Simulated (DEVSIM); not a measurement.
Structure: Ru/SiO2/n-Si capacitor, at 300 K.

Layer 1 from the left is SiO2, thickness (nm) 1.50. Layer 2 from the left is Si, thickness (nm) 4500, Nd (cm⁻³) 1.6e16.

Metal gate on the left, work function 4.7 eV. Fixed charge at the semiconductor interface 0 cm⁻² (in units of +e); no interface traps.

This is a model device: material constants are rounded textbook-type values typed into the input, and sizes, dopings and lifetimes were drawn at random. Values at 300 K.

SiO2: gap (eV) 9, affinity (eV) 0.9, permittivity 3.9. Si: gap (eV) 1.124, affinity (eV) 4.05, permittivity 11.7, Nc (cm⁻³) 2.86e19, Nv (cm⁻³) 3.1e19.

Estimate by hand the flat-band voltage, the threshold voltage, and compare with a numerical solution.


- Flat-band voltage: C = 2.30 μF/cm², work-function difference 0.456 V; VFB = φms − qNf/C = 0.46 V; numerical 0.46 V.
- Threshold voltage: φF = 0.367 V, depletion charge √(4εqNφF) = 6.25e-8 C/cm²; VT = VFB − 2φF − Qd/C = -0.31 V; numerical -0.31 V.

Model (solved in DEVSIM): 1D Poisson equation in equilibrium, Boltzmann statistics, complete ionisation; no quantum confinement or tunnelling. Metal contacts follow the ideal Schottky-Mott rule: no Fermi-level pinning, no interface dipoles.
